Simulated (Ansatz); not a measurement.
The reference is Pd in the fcc (Cu type) structure (space group Fm-3m, No. 225; a = 3.8777 Å; relaxed with 0.1 eV smearing). Axes: x, y, z lie along the cube axes.

Computed with plane-wave PAW DFT at the PBEsol level (Ansatz, a quantum-chemistry and plane-wave program, 420 eV), spin-orbit coupling left out.

Perturbation: uniaxial strain ε_yy = +3.65 %, all other strain components held at zero, atoms relaxed at fixed cell.

### Question
Predict the stress tensor and what it implies for the stiffness.

### Answer
Stress of the strained cell less that of the base (GPa, compression positive):
```
   -5.7     0.0     0.0
    0.0    -8.0     0.0
    0.0     0.0    -5.7
```

Then −Δσ_ii/ε with ε = 0.0365 gives secant stiffness values (nonlinear terms included at this strain): C22 ≈ 220 GPa, C12 ≈ 157 GPa and C23 ≈ 157 GPa.

As a check, the harmonic strain energy −½ V₀ Δσ:ε is 13 meV/atom; the computed energy rise is 14 meV/atom.

Stability against distortions was not tested. The final runs are not spin-polarised. Pd lies near a magnetic instability that expansion can trigger; it was not tested.
